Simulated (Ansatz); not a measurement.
A relaxation of the atoms of Ge (P3m1, 4 atoms in the cell) with Ansatz (a program for electronic structure).

Method of the run: LDA (PW92), default PAW files made with PBE (plane waves; Ansatz).

The change in words: one atom moved by 0.15 angstrom; relax: default → atoms; relax.f_tol: default → 0.1 eV/Å. Reference geometry:
```xyz
4
Lattice="3.9776 0.0000 0.0000 -1.9888 3.4447 0.0000 0.0000 0.0000 6.5664" Properties=species:S:1:pos:R:3 pbc="T T T"
Ge     1.9888     1.1482     0.4130
Ge     0.0000     2.2965     6.1534
Ge     0.0000     2.2965     3.6962
Ge     1.9888     1.1482     2.8702
```

Reference input (self-consistent single point, DFT, LDA (PW92), plane waves, default PAW files made with PBE): basis.ecutwfc = 420 eV; kpoints.mp_grid.grid = 10 10 5; hamiltonian.xc = lda; hamiltonian.pseudopotentials = {kind: paw} (the program's default PAW files); scf.occupations.method = fermi_dirac; scf.occupations.width = 0.1 eV. This run's input differs from it in these lines:

```diff
@@ -7,3 +7,3 @@
   atoms:
-    - { symbol: Ge, position: [0.666667, 0.333333, 0.062900] }
+    - { symbol: Ge, position: [0.666667, 0.333333, 0.085744] }
     - { symbol: Ge, position: [0.333333, 0.666667, 0.937100] }
@@ -20,2 +20,4 @@
   occupations: { method: fermi_dirac, width: 0.1 eV }
+relax:
+  f_tol: 0.1
 output:
```

The program printed (abridged):

```
   [... SCF lines of the steps left out ...]
relax step   1: F+E_penalty+E_count = -16862.65994304 eV  Δ(F+E_penalty+E_count) = +0.000e0 eV  max|allowed force component| = 2.141e0 eV/Å  Δτ_max = 0.0000 Å  (6 SCF iters, dr2 threshold 1.00e-4 eV, accepted)
relax step   2: F+E_penalty+E_count = -16862.79888079 eV  Δ(F+E_penalty+E_count) = -1.389e-1 eV  max|allowed force component| = 5.431e-1 eV/Å  Δτ_max = 0.1085 Å  (6 SCF iters, dr2 threshold 1.00e-4 eV, accepted)
relax step   3: F+E_penalty+E_count = -16862.81115471 eV  Δ(F+E_penalty+E_count) = -1.227e-2 eV  max|allowed force component| = 2.901e-2 eV/Å  Δτ_max = 0.0330 Å  (5 SCF iters, dr2 threshold 1.84e-5 eV, accepted)
relax step   4: F+E_penalty+E_count = -16862.81115714 eV  Δ(F+E_penalty+E_count) = -2.427e-6 eV  max|allowed force component| = 2.842e-2 eV/Å  Δτ_max = 0.0000 Å  (5 SCF iters, accepted)
the relaxation is at rest under the 6 symmetry operations that the run kept from its start: a minimum is not shown …
Stability not checked: this state was not tested for a lower state beside it, because too few of the mixer's solves of this state at the end of the SCF gave a …
Free energy (F): -16862.811157 eV
Internal energy: -16862.802954 eV  (E = F + TS)
E sigma→0 (E₀):  -16862.807056 eV
Entropy (-TS):   -0.008203 eV (-2.051 meV/atom)
Fermi energy:    8.395103 eV
--- Forces (eV/Å), atoms counted from 1 ---
  atom   1  Ge     0.00000000    -0.00000000    -0.02394600
   [... lines left out ...]
  atoms:
    - { symbol: Ge, position: [0.6666666666666665, 0.3333333333333333, 0.06882234420410437] }
    - { symbol: Ge, position: [0.3333333333333333, 0.6666666666666666, 0.9426656827078619] }
    - { symbol: Ge, position: [0.3333333333333333, 0.6666666666666666, 0.5688111264343609] }
    - { symbol: Ge, position: [0.6666666666666665, 0.3333333333333333, 0.44254484665367266] }
```

The run converged. 

Summary of the result:
* **Free energy E − TS (on the zero of these files)**: -16862.8112 eV
* **Pressure**: -0.98 GPa
* **Largest force (vector length)**: 0.028 eV/Å
* **Relaxation steps**: 4

The starting cell comes from a database of computed structures (which also holds hypothetical and non-ambient phases and stackings), without a prior relaxation at this level. Its lattice was rescaled by up to half a per cent. For this run, on top of that: one atom moved by 0.15 angstrom. The relaxation keeps the symmetry of its start, so its end need not be a minimum. Ansatz's pressure includes its estimate of the finite-basis (Pulay) stress.

Cost on one core of a shared machine: roughly 70 s.

Keys are those of Ansatz 0.2.
